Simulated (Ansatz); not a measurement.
(Al,W)N: AlW$_{3}$N$_{4}$

A 16-atom cell of (Al,W)N started in the rock salt structure, site fractions Al 0.250, W 0.750, short-range order -0.11 in the first shell of the mixed sites (0 is random, a negative value favours unlike neighbours), space group Cm at the end.

Method: PBE (plane waves to 420 eV, PAW; Ansatz, a first-principles code). Scalar-relativistic, without spin–orbit coupling; with elements this heavy it can move edges by tenths of an eV. Its k-point mesh 5×5×5, Fermi–Dirac width 0.05 eV.

| Quantity | Value |
|---|---|
| volume per atom | 10.42 Å³ |
| N–W bonds | 2.174 Å on average, from 2.070 to 2.424 (30) |
| Al–N bonds | 1.991 Å on average, from 1.969 to 2.023 (12) |
| check of the structure type | not passed: over a tenth of the atoms count other neighbours than the ideal type within 1.2 times their shortest bond (scaled by covalent radii), so no mixing enthalpy is given |

```yaml
crystal:
  lattice:
    - [0.01959, 4.19782, 4.19774]
    - [4.97154, 0.08972, 4.09247]
    - [4.97202, 4.09199, 0.09008]
  atoms:
    - { symbol: W, position: [0.00195, 0.03197, 0.03198] }
    - { symbol: W, position: [0.98170, 0.00002, 0.49994] }
    - { symbol: W, position: [0.98170, 0.49993, 0.00003] }
    - { symbol: W, position: [0.00779, 0.54517, 0.54518] }
    - { symbol: W, position: [0.56540, 0.96819, 0.96818] }
    - { symbol: Al, position: [0.46490, 0.00000, 0.49993] }
    - { symbol: Al, position: [0.46492, 0.49994, 0.99998] }
    - { symbol: W, position: [0.59788, 0.45496, 0.45496] }
    - { symbol: N, position: [0.27989, 0.21092, 0.21091] }
    - { symbol: N, position: [0.31229, 0.20717, 0.68587] }
    - { symbol: N, position: [0.31229, 0.68586, 0.20717] }
    - { symbol: N, position: [0.20150, 0.78913, 0.78913] }
    - { symbol: N, position: [0.71449, 0.24367, 0.24367] }
    - { symbol: N, position: [0.70573, 0.31392, 0.79276] }
    - { symbol: N, position: [0.70574, 0.79276, 0.31392] }
    - { symbol: N, position: [0.70182, 0.75640, 0.75639] }
```
